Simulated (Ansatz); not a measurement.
# SiO2: response to strain

Take SiO2 in the rutile structure (space group P4_2/mnm, No. 136; a = 4.1945 Å, c = 2.6785 Å) as the base. Axes: x, y, z lie along a, b, c of the conventional cell.

Strains are applied to the cell and any free atomic positions relax.

Computed with PBEsol (Ansatz, a quantum-chemistry and plane-wave program; PAW; 420 eV plane waves; no SOC).

Notes on the quantities. energy relative to the base: free energy F.

```json
[
 {"uniaxial strain ε_xx (%)": "0", "energy relative to the base (meV/atom)": "0.0"},
 {"uniaxial strain ε_xx (%)": "0.6", "energy relative to the base (meV/atom)": "0.4"},
 {"uniaxial strain ε_xx (%)": "1.2", "energy relative to the base (meV/atom)": "?"},
 {"uniaxial strain ε_xx (%)": "1.8", "energy relative to the base (meV/atom)": "3.2"},
 {"uniaxial strain ε_xx (%)": "2.4", "energy relative to the base (meV/atom)": "5.6"},
 {"uniaxial strain ε_xx (%)": "3", "energy relative to the base (meV/atom)": "8.7"}
]
```

**Question.** Fit ΔE = Aε² + Bε³ (ε in %) to the rows shown and predict the withheld row.

**Answer.** Least squares on the printed values gives A = 1.01 and B = -0.016 meV/atom (largest residual 0.0 meV/atom); this predicts 1.4 meV/atom, and the run gives 1.4 meV/atom, in agreement.

Whether these cells are dynamically stable was not tested.
